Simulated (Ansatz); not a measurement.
# A computed series for PbTe: pressure series

Take PbTe in the rock salt structure (space group Fm-3m, No. 225) as the base.

```
CELL_PARAMETERS angstrom
      0.00000     3.26763     3.26763
      3.26763     0.00000     3.26763
      3.26763     3.26763     0.00000
ATOMIC_POSITIONS crystal
  Te 0.00000 0.00000 0.00000
  Pb 0.50000 0.50000 0.50000
```

Cell and atoms are relaxed at each pressure.

All numbers come from Kohn–Sham DFT with the r2SCAN functional, run in Ansatz (a quantum-chemistry and plane-wave program) with PAW and 500 eV plane waves, scalar-relativistic without spin-orbit coupling, earlier PAW set.

```csv
case,hole mass,band gap,lattice parameter a
base,"0.57 mₑ along k, 0.088 mₑ across (at L)",1.10 eV,6.535 Å
pressure −2 GPa,"0.65 mₑ along k, 0.11 mₑ across (at L)",1.19 eV,6.653 Å
pressure −1 GPa,"0.61 mₑ along k, 0.096 mₑ across (at L)",1.15 eV,6.591 Å
pressure 0.3 GPa,"0.56 mₑ along k, 0.086 mₑ across (at L)",1.08 eV,6.520 Å
pressure 0.7 GPa,"0.55 mₑ along k, 0.083 mₑ across (at L)",1.06 eV,6.501 Å
pressure 1.5 GPa,"0.53 mₑ along k, 0.078 mₑ across (at L)",1.03 eV,6.464 Å
pressure 3 GPa,"0.49 mₑ along k, 0.069 mₑ across (at L)",0.96 eV,6.402 Å
pressure 5 GPa,"0.44 mₑ along k, 0.060 mₑ across (at L)",0.87 eV,6.330 Å
pressure 7.5 GPa,"0.40 mₑ along k, 0.050 mₑ across (at L)",0.76 eV,6.253 Å
pressure 10 GPa,"0.35 mₑ along k, 0.042 mₑ across (at L)",0.66 eV,6.187 Å
```

Spin-orbit coupling, missing from the scalar runs, can matter with Pb and Te. Load acts through the strain it causes; cell and atoms are relaxed under it. Masses are band curvatures over ±0.01 Å⁻¹ around the edge. Along k means along the line from Γ to the band edge. Whether these cells are dynamically stable was not tested. No other phases were tried under pressure.
